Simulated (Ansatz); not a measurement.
HfO2: pressure series

The reference is HfO$_{2}$ in the fluorite structure (space group Fm-3m, No. 225; a = 5.058 Å).

Cell and atoms are relaxed at each pressure.

Calculations: DFT with r2SCAN, PAW potentials and a 500 eV plane-wave cutoff in Ansatz (an electronic-structure program), scalar-relativistic without spin-orbit coupling.

```csv
P (GPa),V (Å³/atom)
-2.00,10.868
-1.00,10.827
1.80,10.716
4.20,10.626
9.01,10.455
18.02,10.170
30.00,9.843
45.00,9.495
60.00,9.199
```

Problem. Fit a third-order Birch–Murnaghan equation of state.

Solution. Least squares on P(V) = (3B₀/2)[(V₀/V)^(7/3) − (V₀/V)^(5/3)]·[1 + (3/4)(B₀′ − 4)((V₀/V)^(2/3) − 1)] gives V₀ = 10.79 Å³/atom, B₀ = 271 GPa and B₀′ = 4.1.

Between the base and pressure 30 GPa the gap moves from 4.30 eV to 4.54 eV, a mean slope of 8.0 meV/GPa.

Spin-orbit coupling, missing from the scalar runs, can matter with Hf. Load acts through the strain it causes; cell and atoms are relaxed under it. No phonon test of stability was made. No other phases were tried under pressure. This is not the structure that HfO2 has at room temperature and ambient pressure.
